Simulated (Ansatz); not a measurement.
System: CsCl-type CoGa. Method: PBEsol (Ansatz, an electronic-structure program, PAW).

A relaxed, unreconstructed slab of the (110) face has 12 atoms, two equal faces of 11.412 Å² each and an energy of -53018.7575 eV. A bulk cell of 4 atoms with the same orientation and in-plane k mesh has -17673.7236 eV. Energies are extrapolated to zero smearing.

Numerical settings: plane-wave cutoff 500 eV, 20×14×1 k mesh (along the axes of the cell as run), Fermi–Dirac smearing 0.1 eV, scalar-relativistic PAW data made under PBE.

Worked out: γ = (E_slab − N E_bulk per atom)/2A = [-53018.7575 − 12 × (-17673.7236/4)]/(2 × 11.412) = 0.1057 eV/Å². With 16.022 J/m² per eV/Å² this is 1.69 J/m², or 1.21 eV per surface cell and face.
